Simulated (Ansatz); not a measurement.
Start from Be$_{2}$C (space group Fm-3m, No. 225).

```yaml
crystal:
  lattice:
    - [0.00000, 2.15532, 2.15532]
    - [2.15532, 0.00000, 2.15532]
    - [2.15532, 2.15532, 0.00000]
  atoms:
    - { symbol: Be, position: [0.25000, 0.25000, 0.25000] }
    - { symbol: Be, position: [0.75000, 0.75000, 0.75000] }
    - { symbol: C, position: [0.00000, 0.00000, 0.00000] }
```

All numbers come from plane-wave PAW DFT at the PBEsol level (Ansatz, a quantum-chemistry and plane-wave program, 420 eV), scalar-relativistic without spin-orbit coupling.

Strains are applied to the cell and any free atomic positions relax.

One change was made to it. Results:

```csv
quantity,base,after
band gap,1.08 eV,1.06 eV
energy relative to the base (free energy F),0 meV/atom,+8.4 meV/atom
pressure,0.01 GPa,-8.50 GPa
```

Which of these changes matches the shifts?
(A) isotropic strain −0.50 %
(B) isotropic strain +2.50 %
(C) isotropic strain −2.50 %
(D) isotropic strain +3.00 %
(E) isotropic strain +1.50 %

E, isotropic strain +1.50 %. For comparison, the energy relative to the base in the other runs: isotropic strain −0.50 % gives +1.0 meV/atom; isotropic strain +3.00 % gives +32 meV/atom; isotropic strain +2.50 % gives +23 meV/atom; isotropic strain −2.50 % gives +26 meV/atom.

No phonon test of stability was made.
